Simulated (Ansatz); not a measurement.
Structures of equal composition on the (000-1) surface of 4H silicon carbide (C plane on top): (√3x√3)R30° Sn adatom at H3; (√3x√3)R30° Sn adatom at T4. The slabs share one bottom face, and each structure is named by its start. These are constructed structures in small cells; real faces may alloy, dewet or reconstruct in larger ones, and not all known structures of the face are among them. Slabs of about 11 Å, Fermi-Dirac smearing of 0.025 eV. Bottom of the slabs: H caps. Relaxed from the named starts with such symmetry as they have, on meshes of like density; energies extrapolated to zero smearing; spin only where a row says so; no spin-orbit coupling, no U. Brackets mark spin-polarised runs, whose order is one that fits the cell. Where a second, spin-polarised start was run, the lower counts.

All values below come from PBE (plane waves to 420 eV, PAW; Ansatz, a first-principles code).

**Question.** Rank these by energy per 1x1 cell (lowest first), as PBE gives it.

**Answer.** (√3x√3)R30° Sn adatom at H3 (0.000 eV [spin, 1.0 μB a cell], a narrow gap of 0.11 eV by band count), (√3x√3)R30° Sn adatom at T4 (0.039 eV [spin, 0.9 μB a cell], no gap on the mesh)
